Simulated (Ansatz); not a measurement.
# Worked example: self-consistent single point of ReTc (P3m1, 2 atoms in the cell) in Ansatz

Method: PBEsol, default PAW files made with PBE (plane waves; Ansatz, a first-principles code).

The input file:

Ansatz 0.2 input:
```yaml
crystal:
  lattice:
    - [2.741052, 0.000000, 0.000000]
    - [-1.370526, 2.373821, 0.000000]
    - [0.000000, 0.000000, 4.426949]
  atoms:
    - { symbol: Tc, position: [0.666667, 0.333333, 0.011294] }
    - { symbol: Re, position: [0.000000, 0.000000, 0.500000] }
basis:
  ecutwfc: 500.0
kpoints:
  mp_grid:
    grid: [14, 14, 8]
hamiltonian:
  xc: pbesol
  pseudopotentials:
    kind: paw
scf:
  occupations:
    method: fermi_dirac
    width: 0.1
output:
  forces: true
  eigenvalues: true
  stress: true
```

Output (repeated stretches shortened):

```
WARN the atoms were moved onto the symmetric positions of the space group found under crystal.symmetry.tolerance 1.0e-5 (fractional …
WARN ansatz: RAYON_NUM_THREADS=1 ignored (pool sized by the plan → 1); use --threads N
Pseudopotentials: kind: paw
Pseudopotential: Tc, paw, valence charge 15
Pseudopotential: Re, paw, valence charge 15
Crystal: 2 atoms, lattice volume = 28.805 Å³
Basis set: ecut = 500 eV, 713 PW (Γ), exchange–correlation on 40×40×72 points (8 copies of the dense FFT grid, shifted against one another)
Bands: 19, of which v1, the nominal top of the filled ones, is band 15 counted from 1 (14 counted from 0)
Symmetry: 6 space group operations
Space group: P3m1 (ITA 156), of the structure as read, at distance tolerance 3.1e-5 Å
k-points: 168 of 1568 (time reversal used)
PAW frozen core: Tc, regenerated for the run's functional, and the local potential with it
PAW frozen core: Re, regenerated for the run's functional, and the local potential with it
Initial density: superposition of atomic densities (chi_scale 0.1, normalization cell)
Initial wavefunctions: pseudopotential atomic-orbital guess
Eigensolver: davidson
Functional: x = pbesol(κ = 0.804, μ = 0.12345679012345678), c = pbesol(β = 0.046)
SCF iter   1: F=—  HF=-16075.643812 eV  |F-HF|=—  |Δ(HF+E_count)|=         —  Δρ=7.82e-2  dr2=3.55e0  ethr=3.10e-3  ⟨swp⟩=5.0  Hψ=12735  notcnv=0
all-band conjugate gradients solve this SCF's bands
preconditioner: auto → none
SCF iter   2: F=—  HF=-16075.303068 eV  |F-HF|=—  |Δ(HF+E_count)|=   3.41e-1  Δρ=5.91e-2  dr2=2.55e0  ethr=3.10e-3  ⟨swp⟩=2.1  Hψ=5176  notcnv=0
SCF iter   3: F=—  HF=-16074.969960 eV  |F-HF|=—  |Δ(HF+E_count)|=   3.33e-1  Δρ=8.21e-3  dr2=1.19e-2  ethr=3.10e-3  ⟨swp⟩=2.1  Hψ=5037  notcnv=0
SCF iter   4: F=—  HF=-16074.970177 eV  |F-HF|=—  |Δ(HF+E_count)|=   2.16e-4  Δρ=2.91e-3  dr2=5.46e-3  ethr=3.98e-5  ⟨swp⟩=2.0  Hψ=4881  notcnv=0
SCF iter   5: F=—  HF=-16074.969923 eV  |F-HF|=—  |Δ(HF+E_count)|=   2.53e-4  Δρ=1.87e-3  dr2=3.56e-3  ethr=1.82e-5  ⟨swp⟩=2.0  Hψ=5120  notcnv=0
SCF iter   6: F=—  HF=-16074.969243 eV  |F-HF|=—  |Δ(HF+E_count)|=   6.80e-4  Δρ=8.44e-4  dr2=6.48e-4  ethr=1.19e-5  ⟨swp⟩=2.2  Hψ=4317  notcnv=0
SCF iter   7: F=—  HF=-16074.969104 eV  |F-HF|=—  |Δ(HF+E_count)|=   1.38e-4  Δρ=2.10e-4  dr2=3.73e-5  ethr=2.16e-6  ⟨swp⟩=2.0  Hψ=4349  notcnv=0
SCF iter   8: F=—  HF=-16074.969097 eV  |F-HF|=—  |Δ(HF+E_count)|=   7.12e-6  Δρ=2.68e-5  dr2=5.17e-7  ethr=1.24e-7  ⟨swp⟩=2.0  Hψ=4383  notcnv=0
SCF iter   9: F=-16074.969097 eV  HF=-16074.969097 eV  |F-HF|=1.48e-9  |Δ(HF+E_count)|=   8.70e-8  Δρ=2.21e-6  dr2=1.91e-9  ethr=3.33e-10  ⟨swp⟩=5.6  Hψ=13943  notcnv=0
SCF 1 converged in 9 iterations: F = -16074.969097 eV  dr2 = 1.91e-9
SCF converged after 9 iterations
Free energy (F): -16074.969097 eV
Harris-Foulkes:  -16074.969097 eV  (|F-HF|=1.48e-9)
Internal energy: -16074.910766 eV  (E = F + TS)
E sigma→0 (E₀):  -16074.939932 eV
Entropy (-TS):   -0.058331 eV (-29.166 meV/atom)
Fermi energy:    23.219870 eV
--- Per-component energies (eV) ---
  E_band       = -117.944667
  E_kinetic    = 1165.036595
  E_local      = -1934.825710  (includes V_loc(G=0)·N_el)
  E_nonlocal   = 339.635193
  E_hartree    = 589.180250
  E_xc         = -639.456312
  E_vxc        = -598.513737  (∫ρ·V_xc dr)
  E_paw        = -11750.614084  (= ΣΔE_a)
  E_vpaw       = -267.637568  (= ΣTr[D̂ρ^β])
  E_aug_tail   = -0.000047  (compensation charges beyond the density's cutoff)
  E_ewald      = -3844.326756
  E_core_change = 0.460106  (= ΣΔE_core)
  E_smearing   = -0.058331  (= −TS)
  E_closure    = 0.000000  (closes the sum)
  Σ components = -16074.969097   (vs F -16074.969097, Δ=0.00e0)
--- Forces (eV/Å), atoms counted from 1 ---
  atom   1  Tc     0.00000000    -0.00000000    -0.14222016
  atom   2  Re    -0.00000000     0.00000000     0.14219594
  max |Σ_I F_I| component: 2.42e-5 eV/Å
--- Stress (GPa, compression-positive) ---
       -1.832248       0.000000      -0.000000
        0.000000      -1.832248       0.000000
       -0.000000       0.000000      -3.371719
  P = ⅓ Tr σ = -2.3454 GPa (-23.454 kbar)
  The stress holds the Pulay correction. Without it, at fixed plane waves, as pw.x and ABINIT print it: P = -2.3783 GPa
--- Band table (eV; the first three rows and the last of 168) ---
  k-point 0: bands = ["-56.5009", "-43.3201", "-18.5815", "-17.8922", "-17.8922", "-15.2878", "-14.8848", "-14.8848", "14.3187", "17.3296", "21.6380", "21.6380", "21.6436", "22.3993", "22.3993", "23.2925", "23.2925", "24.3527", "26.2810"]
  k-point 1: bands = ["-56.5008", "-43.3203", "-18.5644", "-17.8919", "-17.8919", "-15.3114", "-14.8853", "-14.8853", "14.4810", "17.3815", "21.5399", "21.5535", "21.5535", "22.2964", "22.2964", "23.5280", "23.5280", "23.8464", "26.2961"]
  k-point 2: bands = ["-56.5008", "-43.3209", "-18.5219", "-17.8911", "-17.8911", "-15.3694", "-14.8864", "-14.8864", "14.9235", "17.5083", "21.2726", "21.4290", "21.4290", "22.0407", "22.0407", "22.7363", "24.0874", "24.0874", "26.2633"]
  k-point 167: bands = ["-56.4089", "-43.1631", "-18.6639", "-18.5060", "-18.3468", "-15.5834", "-15.4434", "-15.2330", "18.7727", "18.9202", "19.6634", "19.9657", "21.1194", "21.3497", "23.0670", "23.4308", "26.1270", "26.5165", "31.9658"]
```

The run converged in 9 iterations.

The starting cell comes from a database of computed structures (which also holds hypothetical and non-ambient phases and stackings), without a prior relaxation at this level. Its lattice was rescaled by up to half a per cent. One atom was moved a little off its site on purpose. Spin-orbit coupling is off. Spin polarisation is off. Ansatz's pressure includes its estimate of the finite-basis (Pulay) stress.
